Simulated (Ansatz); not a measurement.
The starting structures come from a database of crystals and need not be the phases stable at ambient conditions.

Data:

```
AgBiCl2S
1.0
    7.11968     0.00000    -0.03271
    0.00000     8.67908     0.00000
   -1.10278     0.00000     3.83900
Ag Bi S Cl
2 2 2 4
Direct
  0.00000   0.50000   0.00000
  0.00000   0.00000   0.00000
  0.57394   0.75000   0.28697
  0.42606   0.25000   0.71303
  0.83753   0.75000   0.91876
  0.16247   0.25000   0.08124
  0.31536   0.56437   0.65768
  0.68464   0.43563   0.34232
  0.68464   0.06437   0.34232
  0.31536   0.93563   0.65768
```

Space group of this cell: Cmcm. The cell was relaxed by PBE-D3(BJ); by r2SCAN its mean pressure is 1.0 GPa.

Transport runs along the normal of the first two printed cell vectors.

The gap is the functional's own. No spin-orbit coupling. Mid-gap values are interpolated on the energy grid.

Task: State the band gap and the smallest decay constant κ at mid-gap according to r2SCAN (Ansatz, a program for electronic structure).

Result: Gap 1.41 eV on a 8×4×8 mesh; κ = 0.179 1/Å, at (0.500, 0.000) of the in-plane reciprocal vectors. At the zone centre, at the nearest computed energy, the slowest state has κ = 0.19 1/Å.
